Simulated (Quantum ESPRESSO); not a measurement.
## Habitual settings against a tight run: YSnGe (Cmcm, 6 atoms in the cell)

Self-consistent single point.

```xyz
6
Lattice="2.1181 8.4202 0.0000 -2.1181 8.4202 0.0000 0.0000 0.0000 4.0385" Properties=species:S:1:pos:R:3 pbc="T T T"
Y     -2.1181     1.6125    -3.0289
Y     -2.1181    -1.6125    -1.0096
Sn    -2.1181    -4.3556    -3.0289
Sn    -2.1181     4.3556    -1.0096
Ge    -2.1181     7.5851    -3.0289
Ge    -2.1181    -7.5851    -1.0096
```

Level of theory: PBEsol, PSlibrary ultrasoft (PBE) pseudopotentials (plane waves; Quantum ESPRESSO).

Base settings: ecutwfc = 55 Ry; ecutrho = 385 Ry; occupations = smearing; smearing = marzari-vanderbilt; degauss = 0.019992 Ry; input_dft = pbesol; K_POINTS = automatic 5 5 5 0 0 0; conv_thr = 1e-09 Ry; mixing_beta = 0.5.

Tight run (finer mesh or higher cutoff; not a proven limit): ecutwfc: 55 Ry → 77 Ry; ecutrho: 385 Ry → 539 Ry; conv_thr: 1e-09 Ry → 7.3e-11 Ry; K_POINTS: automatic 5 5 5 0 0 0 → automatic 7 7 7 0 0 0. It gave Fermi level (on the code's own zero) 10.26 eV; pressure -2.27 GPa; largest force (vector length) 0.182 eV/Å.

Quick runs, as changes from the base:
- A: the base itself
- B: ecutwfc: 55 Ry → 28 Ry; ecutrho: 385 Ry → 196 Ry; K_POINTS: automatic 5 5 5 0 0 0 → automatic 4 4 4 1 1 1
- C: smearing: marzari-vanderbilt → gaussian; input_dft: pbesol → default; pseudopotentials: {Y: Y.pbe-spn-rrkjus_psl.1.0.0.UPF, Sn: Sn.pbe-dn-rrkjus_psl.1.0.0.UPF, Ge: Ge.pbe-n-rrkjus_psl.1.0.0.UPF} → {Y: Y.pz-spn-rrkjus_psl.1.0.0.UPF, Sn: Sn.pz-dn-rrkjus_psl.1.0.0.UPF, Ge: Ge.pz-n-rrkjus_psl.1.0.0.UPF}; K_POINTS: automatic 5 5 5 0 0 0 → automatic 4 4 4 0 0 0 [LDA (PZ)]
- D: ecutwfc: 55 Ry → 28 Ry; ecutrho: 385 Ry → 196 Ry; K_POINTS: automatic 5 5 5 0 0 0 → automatic 2 2 2 0 0 0
- E: ecutwfc: 55 Ry → 44 Ry; ecutrho: 385 Ry → 308 Ry; conv_thr: 1e-09 Ry → 7.3e-06 Ry; K_POINTS: automatic 5 5 5 0 0 0 → automatic 2 2 2 0 0 0

Energies are extrapolated to zero smearing width, which holds to low order in the width alone (under cold and Methfessel-Paxton smearing the free energy itself is taken).

Dashes: energy of C, another energy zero; pressure of E, not trusted under this conv_thr with d or f elements.

† marks runs with another functional, U, potentials or spin treatment: their distance from the tight run is not a convergence error alone.

The count of work is k-points × plane waves × bands × iterations; it is no time. Core times come from one kind of shared machine and are given to one figure; runs under 30 s give none.

The starting cell comes from a database of computed structures (which also holds hypothetical and non-ambient phases and stackings), without a prior relaxation at this level. Its lattice was rescaled by a random factor within 2.5 % of one.

| run | energy less tight (meV/atom) | pressure less tight (GPa) | largest miss in a force vector (eV/Å) | count of work / tight | core time / tight (rough) |
|---|---|---|---|---|---|
| A | 38.6 | -0.64 | 0.052 | 0.23 | 0.1 |
| B | 5233.6 | -184.26 | 0.174 | 0.041 | 0.03 |
| C† | – | -2.80 | 0.124 | 0.18 | 0.1 |
| D | 5353.7 | -183.14 | 0.528 | 0.019 | 0.02 |
| E | 203.0 | – | 0.592 | 0.026 | 0.03 |

Among the runs at the tight run's level, the energy misses run from 38.6 to 5353.7 meV/atom.

Left out of this page: 1 run of the series outside the window shown, repeating another row's setting, or not comparable.
